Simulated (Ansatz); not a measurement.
**LaAs (Fm-3m): resistivity and electron-phonon coupling**

Data:

```xyz
2
Lattice="0.0000 3.0553 3.0553 3.0553 0.0000 3.0553 3.0553 3.0553 0.0000" Properties=species:S:1:pos:R:3 pbc="T T T"
La     0.0000     0.0000     0.0000
As     3.0553     3.0553     3.0553
```

Method: PBEsol, DFPT electron-phonon coupling, linearised Boltzmann equation (plane waves, PAW, scalar-relativistic; Ansatz, a quantum-chemistry and plane-wave program). Geometry: relaxed with this functional, without spin-orbit coupling.

* **resistivity at 300 K**: 68 μΩ·cm

A metal at this level (no band gap). Only scattering by harmonic phonons is included (no impurities, grain boundaries, electron-electron scattering or thermal expansion). Spin-orbit coupling is left out. Few carriers conduct, so the values hang on small band overlaps. The run warned that the eigensolver left some states short of its tolerance. Halving the electron mesh (24x24x24) moves the resistivity by up to 2 % at 300 K. Smearing 0.20 eV; phonons on a 4x4x4 q mesh, which this run doesn't test and which matters most at low temperature.

Formula and space group known from diffraction (Crystallography Open Database), not checked to be the room-temperature form: LaAs (Fm-3m).
